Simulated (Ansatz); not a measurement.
We consider V2O5 (Pmmn, No. 59, 14 atoms in the cell; start mp-754670), described by r²SCAN+rVV10 (Ansatz, a first-principles code, plane waves, PAW).

Numerical settings: plane-wave cutoff 500 eV, 12×4×6 k mesh (along the axes of the cell as run), Fermi–Dirac smearing 0.05 eV, no spin polarisation, scalar-relativistic PAW data made under PBE.

Cell (relaxed at this level):

```xyz
14
Lattice="3.5354 0.0000 0.0000 0.0000 11.5634 0.0000 0.0000 0.0000 4.2218" Properties=species:S:1:pos:R:3 pbc="T T T"
V      0.0000     1.7134     3.7495
V      0.0000     9.8501     3.7495
V      1.7677     4.0683     0.4723
V      1.7677     7.4951     0.4723
O      0.0000     0.0000    -0.0272
O      1.7677     5.7817     4.2490
O      0.0000     1.6972     2.1729
O      0.0000     9.8663     2.1729
O      1.7677     4.0846     2.0490
O      1.7677     7.4789     2.0490
O      1.7677     2.0968     4.2057
O      1.7677     9.4666     4.2057
O      0.0000     3.6849     0.0161
O      0.0000     7.8786     0.0161
```

Task: Estimate the band gap that the calculation returns.

Result: 
* **band gap**: 2.05 eV (on the SCF k mesh)

Note: the relaxation could not lower the start's symmetry, so the cell can be a saddle point above a distorted one.

The computed numbers hold no vibrational or temperature effects.

A start named mp-… is a Materials Project structure, which need not be a measured phase.
